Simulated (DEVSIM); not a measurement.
System: Mo/La2O3/n-In0.53Ga0.47As capacitor, at 400 K.

```csv
layer (left to right),material,thickness (nm),Nd (cm⁻³)
1,La2O3,5.90,-
2,In0.53Ga0.47As,14000,1.7e15
```

Metal gate on the left, work function 4.6 eV. Fixed charge at the semiconductor interface 2.5e11 cm⁻² (in units of +e); no interface traps.

Constants are typed, rounded textbook-type inputs, not results; the design itself was drawn at random and stands for no fabricated device. Values at 300 K; Nc and Nv go as T^1.5, mobilities as T to minus their exponent, the gap by Varshni's rule with the affinity fixed.

| parameter | La2O3 | In0.53Ga0.47As |
|---|---|---|
| gap (eV) | 5.8 | 0.74 |
| affinity (eV) | 1.8 | 4.51 |
| permittivity | 27 | 13.9 |
| Nc (cm⁻³) | - | 2.1e17 |
| Nv (cm⁻³) | - | 7.7e18 |
| Varshni α (eV/K) | - | 0.00035 |
| Varshni β (K) | - | 190 |

Simulated with DEVSIM: 1D Poisson equation in equilibrium, Boltzmann statistics, complete ionisation; no quantum confinement or tunnelling. Metal contacts follow the ideal Schottky-Mott rule: no Fermi-level pinning, no interface dipoles.

The La2O3 thickness was swept, all else fixed.

```
La2O3 thickness (μm)  capacitance of the dielectric stack (μF/cm²)
--------------------  --------------------------------------------
0.0024                                                        9.96
0.0032                                                        7.47
0.0041                                                        5.83
0.005                                                         4.78
0.0059                                                        4.05
0.0071                                                        3.37
```

From the first row to the last the capacitance of the dielectric stack goes from 9.96 to 3.37.
